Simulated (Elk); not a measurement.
Band structure of ScPb3 (I4/mmm, 4 atoms in the cell).

```yaml
crystal:
  lattice:
    - [-2.26730, 2.26730, 5.52468]
    - [2.26730, -2.26730, 5.52468]
    - [2.26730, 2.26730, -5.52468]
  atoms:
    - { symbol: Sc, position: [0.00000, 0.00000, 0.00000] }
    - { symbol: Pb, position: [0.75000, 0.25000, 0.50000] }
    - { symbol: Pb, position: [0.25000, 0.75000, 0.50000] }
    - { symbol: Pb, position: [0.50000, 0.50000, 0.00000] }
```

Method of the run: LDA (PW92), all-electron FP-LAPW, Elk's shipped species files, APW+lo basis with extra local orbitals (Elk).

Settings: xctype = 3; rgkmax = 8; stype = 0; swidth = 0.00183747 Ha; ngridk = 7 7 7; gmaxvr = 14 1/bohr; nxlo = 2; lorbcnd = true; lmaxi = 2.

The starting cell comes from a database of computed structures (which also holds hypothetical and non-ambient phases and stackings), without a prior relaxation at this level. Spin-orbit coupling is off. Values depend on the basis (sphere radii, cutoffs, local orbitals), which need not be converged.

Levels in eV from the Fermi level, bands 23 to 30:
```json
[
 {"point": "Γ", "23": "-3.51", "24": "-1.66", "25": "-1.66", "26": "-0.52", "27": "0.45", "28": "0.45", "29": "1.22", "30": "1.49"},
 {"point": "X", "23": "-4.02", "24": "-3.38", "25": "-3.01", "26": "-1.03", "27": "-0.64", "28": "1.30", "29": "1.37", "30": "1.50"},
 {"point": "Y", "23": "-3.68", "24": "-3.42", "25": "-2.60", "26": "-0.93", "27": "-0.61", "28": "0.93", "29": "1.43", "30": "1.60"},
 {"point": "S", "23": "-2.83", "24": "-1.28", "25": "-1.23", "26": "-0.41", "27": "0.57", "28": "0.92", "29": "0.99", "30": "1.16"},
 {"point": "Z", "23": "-2.02", "24": "-2.02", "25": "-1.25", "26": "0.70", "27": "0.97", "28": "0.97", "29": "1.21", "30": "1.60"},
 {"point": "S1", "23": "-2.83", "24": "-1.28", "25": "-1.23", "26": "-0.41", "27": "0.57", "28": "0.92", "29": "0.99", "30": "1.16"},
 {"point": "N", "23": "-3.54", "24": "-1.10", "25": "-0.60", "26": "-0.12", "27": "-0.03", "28": "0.45", "29": "1.00", "30": "1.41"},
 {"point": "P", "23": "-4.20", "24": "-3.05", "25": "-2.39", "26": "-2.39", "27": "0.35", "28": "0.79", "29": "0.79", "30": "1.50"},
 {"point": "Y1", "23": "-3.68", "24": "-3.42", "25": "-2.60", "26": "-0.93", "27": "-0.61", "28": "0.93", "29": "1.43", "30": "1.60"}
]
```

Bands cross the Fermi level along this path, so the cell is metallic at this level.
